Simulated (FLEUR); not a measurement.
Band structure of YPd₃ (Pm-3m, 4 atoms in the cell).

```xyz
4
Lattice="4.0999 0.0000 0.0000 0.0000 4.0999 0.0000 0.0000 0.0000 4.0999" Properties=species:S:1:pos:R:3 pbc="T T T"
Y      0.0000     0.0000     0.0000
Pd     2.0500     2.0500     0.0000
Pd     0.0000     2.0500     2.0500
Pd     2.0500     0.0000     2.0500
```

Level of theory: FLEUR with PBEsol, all-electron FLAPW (FLEUR), scalar-relativistic valence.

Settings: Kmax = 3.9 1/bohr; GmaxXC = 15.6 1/bohr; xcFunctional = PBEs; jspins = 1; l_soc = F; mode = hist; fermiSmearingEnergy = 0.00999582 Htr; mesh (inpgen div1-3) = 7 7 7; inpgen gamma flag = false; Gmax = 15.6 1/bohr; numbands = 0; maxIterBroyd = 15; imix = Anderson; alpha = 0.05.

The starting cell comes from a database of computed structures (which also holds hypothetical and non-ambient phases and stackings), without a prior relaxation at this level. Spin polarisation is off. Values depend on the basis (sphere radii, cutoffs, local orbitals), which need not be converged.

Levels in eV from the Fermi level, bands 26 to 33:
| point | 26 | 27 | 28 | 29 | 30 | 31 | 32 | 33 |
|---|---|---|---|---|---|---|---|---|
| Γ | -0.55 | -0.12 | -0.12 | -0.12 | 3.45 | 3.45 | 3.45 | 3.57 |
| X | -1.68 | -1.64 | -1.49 | -0.92 | -0.12 | 2.18 | 2.18 | 2.81 |
| M | -1.85 | -1.85 | -1.64 | -1.36 | -0.81 | 1.91 | 1.91 | 2.97 |
| R | -0.43 | -0.43 | -0.43 | 0.71 | 1.71 | 1.71 | 1.71 | 2.61 |
